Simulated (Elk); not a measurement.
Input and output of a self-consistent single point for Ti (P-3m1, 2 atoms in the cell) (Elk).

Method of the run: LDA (PW92), all-electron FP-LAPW, Elk's shipped species files, APW+lo basis with extra local orbitals run with Elk.

```xyz
2
Lattice="1.4676 -2.5420 0.0000 1.4676 2.5420 0.0000 0.0000 0.0000 4.6566" Properties=species:S:1:pos:R:3 pbc="T T T"
Ti     1.4676     0.8473     1.2141
Ti     1.4676    -0.8473     3.4924
```

Reference input (self-consistent single point, DFT, LDA (PW92), all-electron FP-LAPW, Elk's shipped species files, APW+lo basis with extra local orbitals): xctype = 3; rgkmax = 7.5; stype = 3; swidth = 0.00367493 Ha; ngridk = 6 6 3; gmaxvr = 14 1/bohr; nxlo = 2; lorbcnd = true; lmaxi = 2. This run's input differs from it in these lines:

```diff
@@ -27,2 +27,8 @@
 
+epspot
+  3.7e-16
+
+epsengy
+  3.7e-14
+
 scale
```

Output (repeated stretches shortened):

```
│ Self-consistent loop started │
│ Loop number : 1 │
 total energy                :     -1701.98034787
│ Loop number : 2 │
 total energy                :     -1702.07804771
RMS change in Kohn-Sham potential (target) :   0.8722816271E-01 (  0.3700000000E-15)
Absolute change in total energy (target)   :   0.9769983760E-01 (  0.3700000000E-13)
│ Loop number : 3 │
 total energy                :     -1703.06067097
RMS change in Kohn-Sham potential (target) :   0.5618540278E-01 (  0.3700000000E-15)
Absolute change in total energy (target)   :    1.007048218     (  0.3700000000E-13)
│ Loop number : 4 │
   [... lines left out ...]
Absolute change in total energy (target)   :   0.5459924068E-08 (  0.3700000000E-13)
│ Loop number : 198 │
 total energy                :     -1704.01414669
RMS change in Kohn-Sham potential (target) :   0.8562451437E-09 (  0.3700000000E-15)
Absolute change in total energy (target)   :   0.1287617124E-08 (  0.3700000000E-13)
│ Loop number : 199 │
 total energy                :     -1704.01414668
RMS change in Kohn-Sham potential (target) :   0.8203980253E-09 (  0.3700000000E-15)
Absolute change in total energy (target)   :   0.4159119271E-08 (  0.3700000000E-13)
│ Loop number : 200 │
Reached self-consistent loops maximum

Energies :
 Fermi                       :     0.283000506367
 total energy                :     -1704.01414669

Density of states at Fermi energy :    79.77833503
 (states/Hartree/unit cell)

Estimated indirect band gap :   0.2391482550E-02
 from k-point      2 to k-point     16
Estimated direct band gap   :   0.1848347987E-01
 at k-point      8

Charges :
 core                        :    20.00000000
 valence                     :    24.00000000
 interstitial                :    3.247483082
 muffin-tins (core leakage)
  species :    1 (Ti)
   atom    1                 :    20.37625846     (  0.5609734899E-09)
   atom    2                 :    20.37625846     (  0.5609734899E-09)
 total in muffin-tins        :    40.75251692
 total calculated charge     :    44.00938324
 total charge                :    44.00000000
 error                       :   0.9383239924E-02

│ Self-consistent loop stopped │
```

The run ended unconverged after 200 iterations. 

The starting cell has typed, rounded lattice constants, without a prior relaxation at this level. Its lattice was rescaled by up to half a per cent. One atom was moved a little off its site on purpose. Values depend on the basis (sphere radii, cutoffs, local orbitals), which need not be converged.

Cost on one core of a shared machine: roughly 2 min.
